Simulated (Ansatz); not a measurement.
## BaS: uniaxial strain ε_zz = +0.50 %

Take BaS in the rock salt structure (space group Fm-3m, No. 225; a = 6.3315 Å) as the base. Axes: x, y, z lie along the cube axes.

It is then changed as follows: the cell is stretched by 0.50 % along z with no lateral relaxation, atoms relaxed at fixed cell.

All numbers come from plane-wave PAW DFT at the PBEsol level (Ansatz, a quantum-chemistry and plane-wave program, 420 eV), no spin-orbit coupling. Γ-centred 9×9×9 mesh, Fermi–Dirac width 0.05 eV.

| quantity | base | changed | shift |
|---|---|---|---|
| volume per atom | 31.73 Å³ | 31.89 Å³ | +0.16 Å³ |
| shortest interatomic distance | 3.166 Å | 3.166 Å | 0.000 Å |
| energy relative to the base (free energy F) | 0 meV/atom | +0.2 meV/atom | +0.2 meV/atom |
| pressure (mean of the normal stresses, compression positive) | 0.01 GPa | -0.22 GPa | -0.23 GPa |
| band gap | 2.04 eV | 2.04 eV | 0.00 eV |
| gap character | – | indirect, Γ → X | – |
| smallest direct gap | 2.13 eV | 2.13 eV | 0.00 eV |
| electron mass | 1.3 mₑ along k, 0.32 mₑ across (at X) | 1.3 mₑ along k, 0.32 mₑ across (at X) | – |
| valence-band top at Γ (three highest levels, from the VBM) | 0.00, 0.00, 0.00 eV | 0.00, 0.00, -0.02 eV | – |
| valley order (the lowest conduction-band minima on the path, energy above the VBM, named in the base's zone) | X along ⟨100⟩ 2.04 eV | X along [100] 2.04 eV; X along [001] 2.04 eV | – |
| stress (xx, yy, zz, yz, xz, xy; compression positive) | – | (-0.08, -0.08, -0.50, 0.00, 0.00, 0.00) GPa | – |

Final structure:

```xyz
2
Lattice="0.0000 3.1657 3.1816 3.1657 0.0000 3.1816 3.1657 3.1657 0.0000" Properties=species:S:1:pos:R:3 pbc="T T T"
Ba     0.0000     0.0000     0.0000
S      3.1657     3.1657     3.1816
```

Cost of the whole job for the changed cell (relaxation, final SCF and bands): very roughly 22 core-seconds.

Effective masses come from finite differences of ±0.01 Å⁻¹. Along k means along the line from Γ to the band edge. Stability against distortions was not tested. Labels are those of the standard path for the cell's own space group.
